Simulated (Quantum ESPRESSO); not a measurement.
# Parameter sweep on LaS (Fm-3m, 2 atoms in the cell)

```xyz
2
Lattice="0.0000 2.9270 2.9270 2.9270 0.0000 2.9270 2.9270 2.9270 0.0000" Properties=species:S:1:pos:R:3 pbc="T T T"
S      2.9270     2.9270     2.9270
La     0.0000     0.0000     0.0000
```

Base run A: PBEsol, GBRV 1.5 ultrasoft (PBESOL) pseudopotentials run with Quantum ESPRESSO 7.5, self-consistent single point.

Its settings: ecutwfc = 40 Ry; ecutrho = 200 Ry; occupations = smearing; smearing = cold; degauss = 0.0099958 Ry; potentials = {S: s_pbesol_v1.4.uspp.F.UPF, La: la_pbesol_v1.uspp.F.UPF}; K_POINTS = automatic 7 7 7 0 0 0; conv_thr = 1e-10 Ry; mixing_beta = 0.7.

The starting cell comes from a database of published, mostly measured structures (it also holds non-ambient and calculated ones), without a prior relaxation at this level.

ΔF is the free energy per atom less that of run A. 

Runs:
- B: lattice scaled by 0.97
- C: lattice scaled by 0.97; ecutwfc: 40 Ry → 24 Ry; ecutrho: 200 Ry → 120 Ry
- D: lattice scaled by 0.985
- E: lattice scaled by 0.985; ecutwfc: 40 Ry → 24 Ry; ecutrho: 200 Ry → 120 Ry
- F: lattice scaled by 1.015
- G: lattice scaled by 1.015; ecutwfc: 40 Ry → 24 Ry; ecutrho: 200 Ry → 120 Ry
- H: lattice scaled by 1.03
- I: lattice scaled by 1.03; ecutwfc: 40 Ry → 24 Ry; ecutrho: 200 Ry → 120 Ry
- J: ecutwfc: 40 Ry → 24 Ry; ecutrho: 200 Ry → 120 Ry

```tsv
run	ΔF (meV/atom)	pressure (GPa)
A	0.00	-2.04
B	29.2	7.03
C	41.0	6.64
D	-0.63	2.01
E	11.4	1.62
F	26.6	-5.28
G	38.3	-5.63
H	75.2	-7.83
I	86.7	-8.17
J	11.9	-2.41
```

Run C against A: The free energy goes up by 41.0 meV/atom and the pressure goes from -2.04 to 6.64 GPa.

Run B against A: The free energy goes up by 29.2 meV/atom and the pressure goes from -2.04 to 7.03 GPa.

Run I against A: The free energy goes up by 86.7 meV/atom and the pressure goes from -2.04 to -8.17 GPa.
